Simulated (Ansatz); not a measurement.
The starting structures come from a database of crystals and need not be the phases stable at ambient conditions.

By PBEsol, the system below comes out a metal.

Without scattering a metal conducts by its projected Fermi surface.

Consider the following.

```xyz
8
Lattice="3.9951 0.0000 0.0000 0.0000 3.9951 0.0000 1.9975 -1.9975 8.6227" Properties=species:S:1:pos:R:3 pbc="T T T"
Zr     3.9951     0.0000     2.0486
Zr     1.9975     1.9975     6.5741
Al     0.0000     1.9975     0.0000
Al     1.9975     0.0000     0.0000
Al     3.9951     1.9975     4.3114
Al     1.9975     0.0000     4.3114
Al     3.9951     0.0000     6.4621
Al     1.9975     1.9975     2.1607
```

The cell is taken as given; by PBEsol it stands under a pressure of -0.9 GPa.

The current flows along the normal of the first two printed cell vectors, the (001) plane of the conventional cell. No spin-orbit coupling; the value is a mean over 0.1 eV about the Fermi level.

Task: State the ballistic conductance per area according to PBEsol run with Ansatz (an electronic-structure program).

Result: 0.30 × 10¹⁵ S/m² for both spins.
